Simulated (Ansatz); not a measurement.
**Migration barriers: O vacancy in rock-salt MgO, neutral cell**

System: O vacancy in rock-salt MgO (neutral cell). Computed with PBE, PAW (plane waves to 420 eV; Ansatz, a first-principles code).

Cell of 64 host sites held at the relaxed PBE lattice; the Γ point alone; Fermi-Dirac width 0.01 eV, spin-restricted; finite-size errors left in. No zero-point or tunnelling terms. The charge state is imposed; whether it is stable for some Fermi level was not computed. Forms of the defect that were not tried may lie lower.

Barriers: single points on a 2×2×2 k-point mesh shifted by half a step at the bands' geometries (they differ from the bands' own by up to 0.54 eV, and are uncertain by about as much).

```
Route                                      Start site over the lowest site run (eV)  Hop (Å)  Forward barrier (eV)  Backward barrier (eV)  Neighbours at the start  Neighbours at the saddle                         Saddle order  Forward, on the band's own sampling (eV)
-----------------------------------------  ----------------------------------------  -------  --------------------  ---------------------  -----------------------  ------------------------  -----------------------------------  ----------------------------------------
a nearby O atom hops onto the vacant site                                      0.00     3.01                  4.24                   4.24           6 Mg at 2.13 Å            2 Mg at 1.81 Å  inconclusive, on a symmetry element                                      3.70
```

Paths come from nudged elastic bands with a climbing image.  A band can be held on a symmetry element, so unchecked saddle points there may be too high.
